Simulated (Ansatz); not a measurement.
Take MoS$_{2}$ (space group P6_3/mmc, No. 194; a = 3.109 Å, c = 11.709 Å; layered, stacked along the Cartesian z axis) as the base. Axes: x lies along a and z along c of the hexagonal cell.

Computed with PBEsol-D3(BJ) (Ansatz, a first-principles code; PAW; 420 eV plane waves; no SOC).

Modification: the cell is scaled by 1.0300 in all directions; the atoms relax in the strained cell.

Problem. Predict the stress tensor and what it implies for the stiffness.

Solution. Stress of the strained cell less that of the base (GPa, compression positive):
```
  -8.37    0.00    0.00
   0.00   -8.37    0.00
   0.00    0.00   -2.50
```

Then B = −ΔP/(ΔV/V₀) with ΔV/V₀ = 0.0927 gives secant stiffness values (nonlinear terms included at this strain): B (at held cell shape, above the free-shape value) ≈ 69 GPa.

As a check, the harmonic strain energy −½ V₀ Δσ:ε is 29 meV/atom; the computed energy rise is 33 meV/atom.

Stability against distortions was not tested.
